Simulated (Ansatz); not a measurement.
The parent structure is LuP in the zinc blende structure (space group F-43m, No. 216; a = 6.1606 Å; a hypothetical phase, not in the database extracts checked). Axes: x, y, z lie along the cube axes.

Method: Kohn–Sham DFT with the PBE functional, run in Ansatz (an electronic-structure program) with PAW and 420 eV plane waves, scalar-relativistic without spin-orbit coupling.

A first run, uniaxial strain ε_yy = −0.55 %, gives secant values C11 ≈ 66 GPa and C12 ≈ 56 GPa from its stress. A second run applies isotropic strain +0.65 %.

Question: What does linear elasticity predict for the bulk modulus −ΔP/(ΔV/V₀) in the second run, and what does the run give?

Answer: Linear elasticity: (C11 + 2 C12)/3 = 59 GPa. The run gives 56 GPa; any difference comes from nonlinear terms at these strains and numerical noise.

Whether these cells are dynamically stable was not tested.
